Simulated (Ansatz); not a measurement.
The reference is a 12-atom supercell of TiO2 in the anatase structure (space group I4_1/amd, No. 141; a = 3.7779 Å, c = 9.5838 Å) at its relaxed geometry.

The values are results of Ansatz (an electronic-structure program), r2SCAN, PAW, cutoff 500 eV, no spin-orbit coupling, not measurements.

One neutral defect a cell, atoms relaxed at fixed cell.

One change was made to it. Results:

The pressure goes from zero to 14.0 GPa; the largest displacement of a host atom from its site in the perfect cell is 0.35 Å.

**Question.** Name the change that was made.
A) C on a O site
B) Ti vacancy, symmetric start
C) Ti interstitial (started 1.80 Å from the nearest host atom)

**Answer.** C, Ti interstitial (started 1.80 Å from the nearest host atom). For comparison, the pressure in the other runs: Ti vacancy, symmetric start gives 1.2 GPa; C on a O site gives 6.6 GPa.

Other magnetic orders, which the real material may have, were not ruled out. The cell is small, so the values are those of an ordered compound at a high defect concentration; dilute-limit values will differ. The mesh was chosen for an insulator and is coarse for the gapless case. Defects with a symmetric start kept the site's symmetry and may sit on a saddle; the others started slightly shaken. Starting moments died away, wholly or in part, for Ti interstitial (started 1.80 Å from the nearest host atom); another magnetic solution may exist. No Hubbard U is applied, and correlation can decide whether such a compound is a metal. Spin-polarised in the final run: Ti interstitial (started 1.80 Å from the nearest host atom), Ti vacancy and C on a O site; the other runs are not.
